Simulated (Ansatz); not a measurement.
**Worked example: self-consistent single point of BaCuTeF (P4mm, 8 atoms in the cell) in Ansatz (a first-principles code)**

Method of the run: PBEsol, default PAW files made with PBE (plane waves; Ansatz).

The input file:

Ansatz 0.2 input:
```yaml
# BaCuTeF
crystal:
  lattice:
    - [4.42656600, 0.00000000, 0.00000000]
    - [0.00000000, 4.42656600, 0.00000000]
    - [0.00000000, 0.00000000, 9.47901700]
  atoms:
    - { symbol: Ba, position: [0.00000000, 0.50000000, 0.66410500] }
    - { symbol: Ba, position: [0.50000000, 0.00000000, 0.34117000] }
    - { symbol: Cu, position: [0.00000000, 0.00000000, 0.00000000] }
    - { symbol: Cu, position: [0.50000000, 0.50000000, 0.00000000] }
    - { symbol: Te, position: [0.50000000, 0.00000000, 0.84088000] }
    - { symbol: Te, position: [0.00000000, 0.50000000, 0.15912000] }
    - { symbol: F, position: [0.50000000, 0.50000000, 0.50000000] }
    - { symbol: F, position: [0.00000000, 0.00000000, 0.50000000] }
basis:
  ecutwfc: 30.9 Ry
kpoints:
  mp_grid:
    grid: [6, 6, 3]
hamiltonian:
  xc: pbesol
  pseudopotentials:
    kind: paw
scf:
  occupations:
    method: fermi_dirac
    width: 0.0007 Ry
output:
  forces: true
  eigenvalues: true
  stress: true
```

Output (repeated stretches shortened):

```
WARN ansatz: RAYON_NUM_THREADS=1 ignored (pool sized by the plan → 1); use --threads N
Pseudopotentials: kind: paw
Pseudopotential: Ba, paw, valence charge 10
Pseudopotential: Cu, paw, valence charge 19
Pseudopotential: Te, paw, valence charge 16
Pseudopotential: F, paw, valence charge 7
Crystal: 8 atoms, lattice volume = 185.736 Å³
Basis set: ecut = 420.4159175005146 eV, 3655 PW (Γ), exchange–correlation on 60×60×128 points (8 copies of the dense FFT grid, shifted against one another)
Bands: 63, of which v1, the nominal top of the filled ones, is band 52 counted from 1 (51 counted from 0)
Symmetry: 8 space group operations
Space group: P4mm (ITA 99), of the structure as read, at distance tolerance 5.7e-5 Å
k-points: 20 of 108 (time reversal used)
PAW frozen core: Ba, regenerated for the run's functional, and the local potential with it
PAW frozen core: Cu, regenerated for the run's functional, and the local potential with it
PAW frozen core: Te, regenerated for the run's functional, and the local potential with it
PAW frozen core: F, regenerated for the run's functional, and the local potential with it
Initial density: superposition of atomic densities (neutral atoms: chi_scale 0, normalization atom), corrected by the library's trained network
Initial wavefunctions: pseudopotential atomic-orbital guess
Eigensolver: davidson
Functional: x = pbesol(κ = 0.804, μ = 0.12345679012345678), c = pbesol(β = 0.046)
SCF iter   1: F=—  HF=-40316.534899 eV  |F-HF|=—  |Δ(HF+E_count)|=         —  Δρ=1.09e-2  dr2=1.51e-1  ethr=1.77e-3  ⟨swp⟩=7.6  Hψ=6207  notcnv=0  defer=3
all-band conjugate gradients solve this SCF's bands
preconditioner: auto → Resta (q_TF=auto, 2.477 Å⁻¹)
SCF iter   2: F=—  HF=-40316.514129 eV  |F-HF|=—  |Δ(HF+E_count)|=   2.08e-2  Δρ=7.00e-3  dr2=5.90e-2  ethr=1.45e-4  ⟨swp⟩=2.9  Hψ=2626  notcnv=0  defer=110
SCF iter   3: F=—  HF=-40316.500529 eV  |F-HF|=—  |Δ(HF+E_count)|=   1.36e-2  Δρ=2.54e-3  dr2=9.85e-3  ethr=5.67e-5  ⟨swp⟩=2.5  Hψ=2316  notcnv=0  defer=110
SCF iter   4: F=—  HF=-40316.499306 eV  |F-HF|=—  |Δ(HF+E_count)|=   1.22e-3  Δρ=8.34e-4  dr2=1.86e-3  ethr=9.47e-6  ⟨swp⟩=2.2  Hψ=2302  notcnv=0  defer=110
SCF iter   5: F=—  HF=-40316.499278 eV  |F-HF|=—  |Δ(HF+E_count)|=   2.80e-5  Δρ=2.13e-4  dr2=1.18e-4  ethr=1.79e-6  ⟨swp⟩=2.5  Hψ=2154  notcnv=0  defer=110
SCF iter   6: F=—  HF=-40316.499324 eV  |F-HF|=—  |Δ(HF+E_count)|=   4.63e-5  Δρ=1.43e-4  dr2=2.36e-5  ethr=1.14e-7  ⟨swp⟩=2.0  Hψ=1940  notcnv=0  defer=110
SCF iter   7: F=—  HF=-40316.499365 eV  |F-HF|=—  |Δ(HF+E_count)|=   4.12e-5  Δρ=2.86e-5  dr2=1.48e-6  ethr=2.27e-8  ⟨swp⟩=2.0  Hψ=1892  notcnv=0  defer=110
SCF iter   8: F=—  HF=-40316.499365 eV  |F-HF|=—  |Δ(HF+E_count)|=   2.55e-7  Δρ=4.92e-6  dr2=4.44e-8  ethr=9.62e-11  ⟨swp⟩=11.6  Hψ=7526  notcnv=0
SCF iter   9: F=-40316.499365 eV  HF=-40316.499365 eV  |F-HF|=3.90e-9  |Δ(HF+E_count)|=   4.47e-9  Δρ=3.12e-6  dr2=1.82e-8  ethr=4.27e-11  ⟨swp⟩=4.2  Hψ=4497  notcnv=0
SCF 1 converged in 9 iterations: F = -40316.499365 eV  dr2 = 1.82e-8
SCF converged after 9 iterations
Free energy (F): -40316.499365 eV
Harris-Foulkes:  -40316.499365 eV  (|F-HF|=3.90e-9)
Internal energy: -40316.499365 eV  (E = F + TS)
E sigma→0 (E₀):  -40316.499365 eV
Fermi energy:    10.261443 eV
--- Per-component energies (eV) ---
  E_band       = -1534.206014
  E_kinetic    = 1713.628206
  E_local      = -18649.019629  (includes V_loc(G=0)·N_el)
  E_nonlocal   = 452.949363
  E_hartree    = 8881.218014
  E_xc         = -915.263878
  E_vxc        = -912.544040  (∫ρ·V_xc dr)
  E_paw        = -23110.170363  (= ΣΔE_a)
  E_vpaw       = -1901.640786  (= ΣTr[D̂ρ^β])
  E_aug_tail   = 0.004122  (compensation charges beyond the density's cutoff)
  E_ewald      = -8691.394986
  E_core_change = 1.549786  (= ΣΔE_core)
  E_smearing   = -0.000000  (= −TS)
  E_closure    = -0.000000  (closes the sum)
  Σ components = -40316.499365   (vs F -40316.499365, Δ=0.00e0)
--- Forces (eV/Å), atoms counted from 1 ---
  atom   1  Ba     0.00000000     0.00000000    -0.40599867
  atom   2  Ba     0.00000000     0.00000000     0.28819010
  atom   3  Cu     0.00000000     0.00000000     0.01660994
  atom   4  Cu     0.00000000     0.00000000     0.01660994
  atom   5  Te    -0.00000000     0.00000000     0.15905114
  atom   6  Te     0.00000000     0.00000000    -0.16944252
  atom   7  F     -0.00000000     0.00000000     0.04748865
  atom   8  F      0.00000000     0.00000000     0.04748865
  max |Σ_I F_I| component: 2.77e-6 eV/Å
--- Stress (GPa, compression-positive) ---
       -2.916341       0.000000       0.000000
        0.000000      -2.916341       0.000000
        0.000000       0.000000      -2.777819
  P = ⅓ Tr σ = -2.8702 GPa (-28.702 kbar)
  The stress holds the Pulay correction. Without it, at fixed plane waves, as pw.x and ABINIT print it: P = -3.0314 GPa
--- Band table (eV; the first three rows and the last of 20) ---
  k-point 0: bands = ["-101.8291", "-101.8288", "-59.3966", "-59.3960", "-59.3752", "-59.3752", "-59.3710", "-59.3710", "-26.7362", "-26.7334", "-26.7303", "-26.7303", "-26.7178", "-26.7038", "-26.7005", "-26.6991", "-26.6991", "-26.6871", [...]
  k-point 1: bands = ["-101.8291", "-101.8288", "-59.3966", "-59.3960", "-59.3752", "-59.3752", "-59.3710", "-59.3710", "-26.7362", "-26.7334", "-26.7303", "-26.7303", "-26.7178", "-26.7038", "-26.7005", "-26.6991", "-26.6991", "-26.6871", [...]
  k-point 2: bands = ["-101.8291", "-101.8288", "-59.3966", "-59.3960", "-59.3749", "-59.3749", "-59.3713", "-59.3713", "-26.7360", "-26.7334", "-26.7304", "-26.7303", "-26.7178", "-26.7036", "-26.7005", "-26.6992", "-26.6991", "-26.6870", [...]
  k-point 19: bands = ["-101.8289", "-101.8289", "-59.3963", "-59.3963", "-59.3759", "-59.3751", "-59.3712", "-59.3703", "-26.7345", "-26.7339", "-26.7307", "-26.7307", "-26.7172", "-26.7021", "-26.7010", "-26.6994", "-26.6994", "-26.6864", [...]
```

The run converged in 9 iterations.

The starting cell comes from a database of computed structures (which also holds hypothetical and non-ambient phases and stackings), without a prior relaxation at this level. Its lattice was rescaled by up to half a per cent. One atom was moved a little off its site on purpose. Spin-orbit coupling is off. Ansatz's pressure includes its estimate of the finite-basis (Pulay) stress.

Cost on one core of a shared machine: roughly 30 s.
